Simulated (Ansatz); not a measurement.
# Ag: stress against strain

Ag (fcc, Fm-3m, 16.655 Å³/atom at rest) under an equal strain ε in the (001) plane with the normal axis free, as in a coherent film. PBEsol in Ansatz, a plane-wave DFT program (PAW, default set), 420 eV, 28×28×28 Γ-centred mesh, Fermi-Dirac smearing 0.10 eV; ions are relaxed within the symmetry of each cell. Stress is positive for a compressed cell.

Here s stands for strain and y for stress xx.

| strain (%) | stress xx (GPa) |
|---|---|
| -1.50 | 1.74 |
| -1.00 | 1.10 |
| -0.50 | 0.52 |
| 0.00 | 0.00 |
| 0.50 | -0.45 |
| 1.00 | -0.85 |
| 1.50 | -1.18 |
| 3.00 | ? |

The 7 complete rows are fitted with a straight line, y against s. Means: s 0, y 0.126. About the means, the sum of products is -6.8150 and the sum of squares of s is 7.0000; the slope is their ratio. Least squares gives y = 0.126 - 0.9736·s. Residuals (row less fit): 0.154, 0.000, -0.093, -0.126, -0.089, -0.002, 0.154; standard error 0.126 (degrees of freedom: 5). The slope gives the biaxial elastic modulus of this plane = 97 ± 5 GPa.

Q: Estimate the missing y (s = 3.00); what did the run itself give?

A: y = 0.126 - 0.9736 × 3.0 = -2.795 GPa. The calculation gives -1.87 GPa, 0.925 GPa above the prediction (25.6 % of the range of y in the table). The row lies outside the fitted rows, so this is an extrapolation. From the scatter of the fitted rows alone, a prediction at this place has a standard error of 0.197 GPa, so the miss is 4.7 times that.

One order more, fitted to all 13 runs of the series, follows each within 0.02, so the miss is the next term of a smooth law. In a metal these values are sensitive to mesh and smearing; energies are taken to zero smearing, stresses follow the free energy. Rows are the converged runs of the series near zero and its far end; series whose fitted rows scatter by over a few per cent of the range, as at a crossing or softening among them, aren't shown in this form. Most that stay on the fit to the last digits aren't either.
